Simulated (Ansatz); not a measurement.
The starting structures come from a database of crystals and need not be the phases stable at ambient conditions.

Inside the gap of an insulator the Bloch states are evanescent, with a wavenumber k + iκ along the transport direction.

Given:

```
CELL_PARAMETERS angstrom
      3.99198     0.00000     0.00000
     -1.99599     3.45716     0.00000
      0.00000     0.00000     4.78484
ATOMIC_POSITIONS crystal
  Ca 0.33333 0.66667 0.75000
  Ca 0.66667 0.33333 0.25000
  O  0.33333 0.66667 0.25000
  O  0.66667 0.33333 0.75000
```

Space group of this cell: P6_3/mmc. The cell is taken as given; by r2SCAN its mean pressure is -0.8 GPa.

Transport runs along the normal of the first two printed cell vectors, the (001) plane of the conventional cell.

No gap correction and no spin-orbit coupling; mid-gap values are interpolated between computed energies.

Task: Give the band gap and the smallest decay constant κ at mid-gap that r2SCAN (Ansatz, a program for electronic structure) yields.

Result: Gap 3.60 eV on a 12×12×6 mesh; κ = 0.305 1/Å, at the zone centre.
